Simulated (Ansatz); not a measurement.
**Au (Im-3m, No. 229, 1 atoms in the cell; start mp-2647062; another form than the element's usual one)**

The numbers are results of r²SCAN in Ansatz (PAW), not measurements.

Settings: plane-wave cutoff 560 eV, 24×24×24 k mesh, Fermi–Dirac smearing 0.05 eV, scalar-relativistic PAW data made under PBE.

Cell (relaxed at this level):

```
CELL_PARAMETERS angstrom
     -1.63840     1.63840     1.63840
      1.63840    -1.63840     1.63840
      1.63840     1.63840    -1.63840
ATOMIC_POSITIONS crystal
  Au 0.00000 0.00000 0.00000
```

For Au (Im-3m, No. 229, 1 atoms in the cell; start mp-2647062; another form than the element's usual one), the band gap is none and the bulk modulus is 153 GPa.

Note: the relaxation could not lower the start's symmetry, so the cell can be a saddle point above a distorted one; the bulk modulus is −V dP/dV from two relaxed cells at ±2 % in volume.

Spin–orbit coupling is not included; it can shift volumes and moduli of such heavy elements.

Static lattice: no zero-point or thermal effects.

Cost on a shared machine: very roughly 40 core-seconds.

A start named mp-… is a Materials Project structure, which need not be a measured phase.

Ansatz is a program for electronic structure.
